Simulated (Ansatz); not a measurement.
MgO: energy against volume

MgO (rock salt, Fm-3m, 9.290 Å³/atom and stress up to 0.01 GPa in the relaxed cell, cube axes along x, y and z) under hydrostatic pressure, with the cell free. r2SCAN in Ansatz, a plane-wave DFT program (PAW, default set), 500 eV, 13×13×13 Γ-centred mesh, Fermi-Dirac smearing 0.05 eV; ions are relaxed, or left where forces stay under 0.02 eV/Å, within the symmetry of each cell.

Here V stands for volume and E for E less E0.

| volume (Å³/atom) | E less E0 (meV/atom) | pressure (GPa) |
|---|---|---|
| 9.4051 | 0.72 | -1.99 |
| 9.3468 | 0.17 | -1.00 |
| 9.2903 | 0.00 | 0.00 |
| 9.2408 | 0.14 | 0.90 |
| 9.1766 | 0.74 | 2.11 |
| 9.0553 | 3.24 | 4.51 |
| 8.8469 | 11.97 | 9.01 |
| 8.6022 | ? | ? |

Question: Fit E against V with the third-order Birch-Murnaghan form, a cubic in V^(-2/3), and predict the withheld value at V = 8.6022.

Answer: With u = V^(-2/3) - 0.2279, the rows have u = -0.0034648, -0.0025325, -0.0016197, -0.0008123, 0.0002456, 0.0022785, 0.0058792. Least squares gives E = 0.560 + 691.6·u + 212737·u² - 45105·u³. Residuals (row less fit): 0.001, -0.004, 0.002, 0.001, -0.003, 0.000, 0.000; standard error 0.003 (degrees of freedom: 3). Its minimum lies at u = -0.0016246, so V0 = (0.2262754)^(-3/2) = 9.291. There d²E/du² = 425900 and d³E/du³ = -270600, so B0 = (4/9) × 9.291^(-7/3) × 425900 × 0.160218 = 167 GPa (the last factor turns the table's units into GPa), and B0' = 4 + (2/3) × 0.2262754 × (-270600)/425900 = 3.9. B0' rests on the cubic coefficient alone and has a standard error of 0.1 from these residuals. At the withheld row, u = 0.0102919, so E = 0.560 + 691.6 × 0.0102919 + 212737 × 0.0102919² - 45105 × 0.0102919³ = 30.162 meV/atom. The calculation gives 30.22 meV/atom, 0.058 meV/atom above the prediction (0.2 % of the range of E in the table). The row lies outside the fitted rows, so this is an extrapolation. The scatter of the fitted rows lies at the last printed digit.

Other structures, which can take over under pressure, weren't tried. The same form fitted to the pressure column gives B0' = 4.1; series where the two differ by over 0.4 aren't shown. Rows are the converged runs of the series near zero and its far end, less any whose ions stayed unrelaxed beside relaxed ones; series whose fitted rows scatter by over a few per cent of the range, as at a crossing or softening among them, aren't shown in this form.
